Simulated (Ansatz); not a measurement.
The parent structure is SiGe in the CsCl type structure (space group Pm-3m, No. 221; a = 3.245 Å; a hypothetical phase, not in the database extracts checked; relaxed with 0.1 eV smearing).

(Cell as relaxed with PBE.)

Levels (all Ansatz, a quantum-chemistry and plane-wave program, PAW): PBE (420 eV, spin-orbit coupling left out); PBEsol (420 eV, without spin-orbit coupling).

Each level relaxes its own structure.

| base | PBE | PBEsol |
|---|---|---|
| volume per atom | 17.08 Å³ | 16.39 Å³ |
| lattice parameter a | 3.245 Å | 3.200 Å |
| band gap | zero | zero |

Modification: an isotropic linear strain of +4.02 %, atoms relaxed at fixed cell.

```csv
quantity,PBE,PBEsol
pressure,-6.6 GPa,?
energy relative to the base (free energy F),+49 meV/atom,?
band gap,zero,?
```

Given the PBE results, estimate those of PBEsol.


- pressure, PBEsol: -7.6 GPa
- energy relative to the base (free energy F), PBEsol: +55 meV/atom
- band gap, PBEsol: zero

PBE's pressure lies 1.0 GPa above PBEsol's; PBE's energy relative to the base lies 5.5 meV/atom below PBEsol's; the two agree on the band gap. Neither level is exact; PBEsol is the comparison here, not a measurement.

Stability against distortions was not tested. All final runs are without spin polarisation.
